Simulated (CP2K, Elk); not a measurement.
An Elk input for a self-consistent single point of NiPbF6 (R-3, 8 atoms in the cell) (DFT, PBEsol, all-electron FP-LAPW, Elk's shipped species files, default APW+lo basis):

```
tasks
  0

xctype
  22

spinpol
  .true.

reducebf
  0.7

rgkmax
  7.0

nempty
  8

stype
  3

swidth
  0.000734986

scale
  1.889726125

avec
    2.5302318906    1.4608300632    4.7111920000
   -2.5302318906    1.4608300632    4.7111920000
    0.0000000000   -2.9216601263    4.7111920000

sppath
  './'

atoms
  3   : nspecies
  'Ni.in'   : spfname
  1   : natoms; atposl, bfcmt below
  0.0000000000  0.0000000000  0.0000000000    0.0 0.0 -0.5
  'Pb.in'   : spfname
  1   : natoms; atposl, bfcmt below
  0.5000000000  0.5000000000  0.5000000000    0.0 0.0 0.0
  'F.in'   : spfname
  6   : natoms; atposl, bfcmt below
  0.3932800000  0.0891200000  0.7611100000    0.0 0.0 0.0
  0.6067200000  0.9108800000  0.2388900000    0.0 0.0 0.0
  0.7611100000  0.3932800000  0.0891200000    0.0 0.0 0.0
  0.2388900000  0.6067200000  0.9108800000    0.0 0.0 0.0
  0.0891200000  0.7611100000  0.3932800000    0.0 0.0 0.0
  0.9108800000  0.2388900000  0.6067200000    0.0 0.0 0.0

ngridk
  3 3 3
```

Q: Translate this input to CP2K.

A: One input that does it (others would too):

```
&GLOBAL
  PROJECT scf
  RUN_TYPE ENERGY_FORCE
  PRINT_LEVEL MEDIUM
&END GLOBAL
&FORCE_EVAL
  METHOD Quickstep
  STRESS_TENSOR ANALYTICAL
  &DFT
    BASIS_SET_FILE_NAME BASIS_MOLOPT
    POTENTIAL_FILE_NAME GTH_POTENTIALS
    UKS T
    MULTIPLICITY 3
    &QS
      METHOD GPW
      EPS_DEFAULT 1E-10
    &END QS
    &MGRID
      CUTOFF 600
      REL_CUTOFF 50
      NGRIDS 5
    &END MGRID
    &SCF
      SCF_GUESS ATOMIC
      EPS_SCF 1E-6
      MAX_SCF 100
      ADDED_MOS 11 11
      &DIAGONALIZATION
        ALGORITHM STANDARD
      &END DIAGONALIZATION
      &MIXING
        METHOD BROYDEN_MIXING
        ALPHA 0.3
        NBUFFER 8
      &END MIXING
      &SMEAR ON
        METHOD FERMI_DIRAC
        ELECTRONIC_TEMPERATURE [K] 232.09
      &END SMEAR
    &END SCF
    &KPOINTS
      SCHEME MONKHORST-PACK 3 3 3
    &END KPOINTS
    &XC
      &XC_FUNCTIONAL
        &PBE
          PARAMETRIZATION PBESOL
        &END PBE
      &END XC_FUNCTIONAL
    &END XC
    &PRINT
      &MO
        EIGENVALUES T
        OCCUPATION_NUMBERS T
        NDIGITS 8
        FILENAME mo
        &EACH
          QS_SCF 0
        &END EACH
        ADD_LAST NUMERIC
      &END MO
      &MULLIKEN ON
      &END MULLIKEN
    &END PRINT
  &END DFT
  &SUBSYS
    &CELL
      ABC 5.54359300 5.54359350 5.54359360
      ALPHA_BETA_GAMMA 54.31325145 54.31325196 54.31325121
      PERIODIC XYZ
    &END CELL
    &COORD
      SCALED
      Ni       0.00000000     0.00000000     0.00000000
      Pb       0.50000000     0.50000000     0.50000000
      F        0.39328000     0.08912000     0.76111000
      F        0.60672000     0.91088000     0.23889000
      F        0.76111000     0.39328000     0.08912000
      F        0.23889000     0.60672000     0.91088000
      F        0.08912000     0.76111000     0.39328000
      F        0.91088000     0.23889000     0.60672000
    &END COORD
    &KIND Ni
      BASIS_SET DZVP-MOLOPT-SR-GTH-q18
      POTENTIAL GTH-PBE-q18
      MAGNETIZATION 2
    &END KIND
    &KIND Pb
      BASIS_SET DZVP-MOLOPT-SR-GTH-q4
      POTENTIAL GTH-PBE-q4
    &END KIND
    &KIND F
      BASIS_SET DZVP-MOLOPT-SR-GTH-q7
      POTENTIAL GTH-PBE-q7
    &END KIND
  &END SUBSYS
  &PRINT
    &FORCES ON
    &END FORCES
    &STRESS_TENSOR ON
    &END STRESS_TENSOR
  &END PRINT
&END FORCE_EVAL
```

Basis settings and potentials, where a program has them, do not carry over. This input uses DFT PBEsol, GPW, DZVP-MOLOPT-SR-GTH basis, GTH-PBE potentials (GTH_POTENTIALS).

The starting cell comes from a database of computed structures (which also holds hypothetical and non-ambient phases and stackings), without a prior relaxation at this level. Its lattice was rescaled by a random factor within 2.5 % of one. For this run, on top of that: lattice scaled by 0.98.
